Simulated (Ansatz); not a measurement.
Ru2Si, pressure series

Consider Ru₂Si (space group Pnma, No. 62; a cell from a computed database, its experimental status unchecked).

```
CELL_PARAMETERS angstrom
      5.23488     0.00000     0.00000
      0.00000     3.99138     0.00000
      0.00000     0.00000     7.38719
ATOMIC_POSITIONS crystal
  Si 0.30152 0.25000 0.90132
  Si 0.69848 0.75000 0.09868
  Si 0.19848 0.75000 0.40132
  Si 0.80152 0.25000 0.59868
  Ru 0.51559 0.75000 0.78671
  Ru 0.48441 0.25000 0.21329
  Ru 0.98441 0.25000 0.28671
  Ru 0.01559 0.75000 0.71329
  Ru 0.83237 0.25000 0.93561
  Ru 0.16763 0.75000 0.06439
  Ru 0.66763 0.75000 0.43561
  Ru 0.33237 0.25000 0.56439
```

Cell and atoms are relaxed at each pressure.

Calculations: Kohn–Sham DFT with the PBEsol functional, run in Ansatz (a first-principles code) with PAW and 420 eV plane waves, scalar-relativistic without spin-orbit coupling.

Notes on the quantities. enthalpy: H = E + PV relative to the base's energy.

```csv
change,volume per atom,enthalpy
base,12.86 Å³,–
pressure −2 GPa,12.96 Å³,-0.16 eV/atom
pressure −1 GPa,12.91 Å³,-0.08 eV/atom
pressure 0.3 GPa,12.85 Å³,+0.02 eV/atom
pressure 0.7 GPa,12.83 Å³,+0.06 eV/atom
pressure 1.5 GPa,12.80 Å³,+0.12 eV/atom
pressure 3 GPa,12.73 Å³,+0.24 eV/atom
pressure 5 GPa,12.65 Å³,+0.40 eV/atom
pressure 7.5 GPa,12.55 Å³,+0.59 eV/atom
pressure 10 GPa,12.45 Å³,+0.79 eV/atom
```

Load acts through the strain it causes; cell and atoms are relaxed under it. Whether these cells are dynamically stable was not tested. No other phases were tried under pressure. The final runs are not spin-polarised.
